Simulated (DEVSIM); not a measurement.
Structure: W/Al2O3/p-Si capacitor, at 300 K.

Layer 1 from the left is Al2O3, thickness (nm) 4.60. Layer 2 from the left is Si, thickness (nm) 4200, Na (cm⁻³) 1.9e16.

Metal gate on the left, work function 4.6 eV. Fixed charge at the semiconductor interface -2.4e10 cm⁻² (in units of +e); no interface traps.

The device is made up for the run: typed textbook-type constants, with dimensions and the other settings drawn at random. Values at 300 K.

Al2O3: gap (eV) 6.8, affinity (eV) 1.35, permittivity 9. Si: gap (eV) 1.124, affinity (eV) 4.05, permittivity 11.7, Nc (cm⁻³) 2.86e19, Nv (cm⁻³) 3.1e19.

Problem. Estimate by hand the flat-band voltage, the threshold voltage, and compare with a numerical solution.

Solution. 
- Flat-band voltage: C = 1.73 μF/cm², work-function difference -0.383 V; VFB = φms − qNf/C = -0.38 V; numerical -0.38 V.
- Threshold voltage: φF = 0.372 V, depletion charge √(4εqNφF) = 6.85e-8 C/cm²; VT = VFB + 2φF + Qd/C = 0.40 V; numerical 0.40 V.

Model (solved in DEVSIM): 1D Poisson equation in equilibrium, Boltzmann statistics, complete ionisation; no quantum confinement or tunnelling. Metal contacts follow the ideal Schottky-Mott rule: no Fermi-level pinning, no interface dipoles.
